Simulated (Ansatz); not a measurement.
CuI under a change: Cu → Pt

Base system: CuI in the zinc blende structure (space group F-43m, No. 216; a = 6.0778 Å).

The change: every Cu is replaced by Pt; the structure is relaxed again.

The values are results of PBE (Ansatz, an electronic-structure program; PAW; 420 eV plane waves; no spin-orbit coupling), earlier PAW set, not measurements. Settings: 13×13×13 k-points, 0.05 eV Fermi–Dirac smearing, for the changed cell.

Density: 9.18 g/cm³ (base 5.63 g/cm³)
Lattice parameter a: 6.152 Å (base 6.078 Å)
Space group: F-43m (No. 216) (base F-43m (No. 216))
Shortest interatomic distance: 2.664 Å (base 2.632 Å)
Band gap: zero (base 1.10 eV)

Final structure:

```
PtI
1.0
    0.00000     3.07610     3.07610
    3.07610     0.00000     3.07610
    3.07610     3.07610     0.00000
I Pt
1 1
Direct
  0.25000   0.25000   0.25000
  0.00000   0.00000   0.00000
```

Cost of the whole job for the changed cell (relaxation, final SCF and bands): very roughly 50 core-seconds.

Spin-orbit coupling, missing from the scalar runs, can matter with I. Whether these cells are dynamically stable was not tested. As relaxed here, PtI is a hypothetical phase, not in the database extracts checked. The final runs are not spin-polarised. An odd electron count without spin: PtI. PtI has a high density of states at the Fermi level and may be magnetic at this level.
